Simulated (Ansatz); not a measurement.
## Input and output of a self-consistent single point for SiNi3 (Pm-3m, 4 atoms in the cell) (Ansatz)

Level of theory: PBE (plane waves, PAW; Ansatz, an electronic-structure program).

This input was run:

Ansatz 0.2 input:
```yaml
# SiNi3
crystal:
  lattice:
    - [3.498377, 0.000000, 0.000000]
    - [0.000000, 3.498377, 0.000000]
    - [0.000000, 0.000000, 3.498377]
  atoms:
    - { symbol: Si, position_ang: [0.000000, 0.000000, 0.000000] }
    - { symbol: Ni, position_ang: [0.000000, 1.749189, 1.749189] }
    - { symbol: Ni, position_ang: [1.749189, 0.000000, 1.749189] }
    - { symbol: Ni, position_ang: [1.749189, 1.749189, 0.000000] }
basis:
  ecutwfc: 420.0 eV
kpoints:
  mp_grid:
    grid: [8, 8, 8]
hamiltonian:
  xc: pbe
  pseudopotentials:
    kind: paw
scf:
  occupations:
    method: cold
    width: 0.1 eV
output:
  forces: true
  eigenvalues: true
  stress: true
```

Log, with long lists cut:

```
WARN ansatz: RAYON_NUM_THREADS=1 ignored (pool sized by the plan → 1); use --threads N
Pseudopotentials: kind: paw
Pseudopotential: Si, paw, valence charge 4
Pseudopotential: Ni, paw, valence charge 18
Crystal: 4 atoms, lattice volume = 42.815 Å³
Basis set: ecut = 420 eV, 847 PW (Γ), exchange–correlation on 48×48×48 points (8 copies of the dense FFT grid, shifted against one another)
Bands: 35, of which v1, the nominal top of the filled ones, is band 29 counted from 1 (28 counted from 0)
Symmetry: 48 space group operations
Space group: Pm-3m (ITA 221), of the structure as read, at distance tolerance 3.5e-5 Å
k-points: 35 of 512
Initial density: superposition of atomic densities (neutral atoms: chi_scale 0, normalization atom), corrected by the library's trained network
Initial wavefunctions: pseudopotential atomic-orbital guess
Eigensolver: davidson
Functional: x = pbe(κ = 0.804, μ = 0.2195149727645171), c = pbe(β = 0.06672455060314922)
SCF iter   1: F=—  HF=-18156.795908 eV  |F-HF|=—  |Δ(HF+E_count)|=         —  Δρ=3.47e-3  dr2=4.91e-3  ethr=1.77e-3  ⟨swp⟩=5.3  Hψ=4394  notcnv=0
all-band conjugate gradients solve this SCF's bands
preconditioner: auto → Kerker (q_TF=auto, 2.870 Å⁻¹)
SCF iter   2: F=—  HF=-18156.795797 eV  |F-HF|=—  |Δ(HF+E_count)|=   1.11e-4  S|Δr|=    0.00e0  Δρ=1.98e-3  dr2=1.84e-3  ethr=8.47e-6  ⟨swp⟩=2.1  Hψ=2332  notcnv=0
SCF iter   3: F=—  HF=-18156.795443 eV  |F-HF|=—  |Δ(HF+E_count)|=   3.54e-4  S|Δr|=    0.00e0  Δρ=8.71e-4  dr2=3.34e-4  ethr=3.16e-6  ⟨swp⟩=2.2  Hψ=1608  notcnv=0
SCF iter   4: F=—  HF=-18156.795383 eV  |F-HF|=—  |Δ(HF+E_count)|=   5.99e-5  S|Δr|=    0.00e0  Δρ=3.12e-4  dr2=5.82e-5  ethr=5.76e-7  ⟨swp⟩=1.9  Hψ=1527  notcnv=0
SCF iter   5: F=—  HF=-18156.795312 eV  |F-HF|=—  |Δ(HF+E_count)|=   7.16e-5  S|Δr|=    0.00e0  Δρ=8.53e-5  dr2=2.51e-6  ethr=1.00e-7  ⟨swp⟩=2.0  Hψ=1557  notcnv=0
SCF iter   6: F=-18156.795311 eV  HF=-18156.795311 eV  |F-HF|=4.13e-8  |Δ(HF+E_count)|=   2.17e-7  S|Δr|=    0.00e0  Δρ=1.40e-5  dr2=7.79e-8  ethr=1.72e-10  ⟨swp⟩=6.7  Hψ=5957  notcnv=0
SCF 1 converged in 6 iterations: F = -18156.795311 eV  dr2 = 7.79e-8
SCF converged after 6 iterations
Stability not checked (fill_not_monotonic)
Free energy (F): -18156.795311 eV
Harris-Foulkes:  -18156.795311 eV  (|F-HF|=4.13e-8)
Internal energy: -18156.800816 eV  (E = F + TS)
E sigma→0 (E₀):  -18156.797146 eV
Entropy (-TS):   0.005505 eV (1.376 meV/atom)
Fermi energy:    17.635245 eV
--- Per-component energies (eV) ---
  E_band       = -837.369966
  E_kinetic    = 896.470856
  E_local      = -11596.731364  (includes V_loc(G=0)·N_el)
  E_nonlocal   = 1931.674339
  E_hartree    = 4946.649111
  E_xc         = -313.465418
  E_vxc        = -380.141903  (∫ρ·V_xc dr)
  E_paw        = -5403.698185  (= ΣΔE_a)
  E_vpaw       = -1581.933867  (= ΣTr[D̂ρ^β])
  E_aug_tail   = 0.001552  (compensation charges beyond the density's cutoff)
  E_ewald      = -8617.701708
  E_smearing   = 0.005505  (= −TS)
  E_closure    = -0.000000  (closes the sum)
  Σ components = -18156.795311   (vs F -18156.795311, Δ=0.00e0)
--- Forces (eV/Å), atoms counted from 1 ---
  atom   1  Si     0.00000000     0.00000000     0.00000000
   [... zero for the other atoms too ...]
  max |Σ_I F_I| component: 4.19e-28 eV/Å
--- Stress (GPa, compression-positive) ---
        1.443152       0.000000       0.000000
        0.000000       1.443152       0.000000
        0.000000       0.000000       1.443152
  P = ⅓ Tr σ = 1.4432 GPa (14.432 kbar)
  The stress holds the Pulay correction. Without it, at fixed plane waves, as pw.x and ABINIT print it: P = 1.3900 GPa
--- Band table (eV; the first three rows and the last of 35) ---
  k-point 0: bands = ["-85.5448", "-85.5079", "-85.5079", "-46.0187", "-46.0187", "-46.0187", "-45.9606", "-45.9606", "-45.9606", "-45.7953", "-45.7953", "-45.7953", "5.6115", "12.6842", "13.5270", "13.5270", "14.0577", "14.0577", "14.0577", [...]
  k-point 1: bands = ["-85.5436", "-85.5092", "-85.5079", "-46.0157", "-46.0157", "-46.0147", "-45.9616", "-45.9616", "-45.9609", "-45.7999", "-45.7973", "-45.7973", "5.7953", "12.6940", "13.2771", "13.6576", "14.0405", "14.0405", "14.1112", [...]
  k-point 2: bands = ["-85.5401", "-85.5126", "-85.5079", "-46.0079", "-46.0079", "-46.0044", "-45.9645", "-45.9645", "-45.9615", "-45.8117", "-45.8022", "-45.8022", "6.3285", "11.9452", "13.2393", "13.9752", "13.9752", "14.0147", "14.2567", [...]
  k-point 34: bands = ["-85.5201", "-85.5201", "-85.5201", "-46.0432", "-46.0432", "-46.0432", "-45.9663", "-45.9054", "-45.9054", "-45.9054", "-45.7625", "-45.7625", "9.4356", "13.3098", "13.3098", "13.3098", "13.8500", "13.8500", "13.8500", [...]
```

The run converged in 6 iterations.

The starting cell comes from a database of computed structures (which also holds hypothetical and non-ambient phases and stackings), without a prior relaxation at this level. Its lattice was rescaled by a random factor within 2.5 % of one. Spin polarisation is off. Ansatz's pressure includes its estimate of the finite-basis (Pulay) stress.
